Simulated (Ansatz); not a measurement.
```xyz
2
Lattice="0.0000 0.0000 -4.1427 -2.1076 2.9806 -2.0713 2.1076 2.9806 -2.0713" Properties=species:S:1:pos:R:3 pbc="T T T"
Pb     0.0000     2.9806    -4.1427
S      0.0000     0.0000     0.0000
```

No spin polarisation.

All numbers come from PBEsol (Ansatz, a program for electronic structure, PAW, spin-orbit coupling left out). Settings: 10×10×10 k-points, 0.05 eV Fermi–Dirac smearing.

Task: What is the computed band gap?

Result: 0.16 eV.

Task: Estimate the mean in-plane stress (compression positive).

Result: -1.1 GPa.

Task: Estimate the gap character.

Result: Indirect, S → R.

A biaxial case was relaxed in a doubled cell and then solved in the primitive one. Spin-orbit coupling, missing from the scalar runs, can matter with Pb. The cells carry an imposed strain or load. Stability against distortions was not tested. The cell was made from PbS in the rock salt structure (space group Fm-3m, No. 225) by this change: biaxial strain +0.99 %, plane normal [110], relaxed out of plane. The zero or small gap of PbS can change with the level of theory.
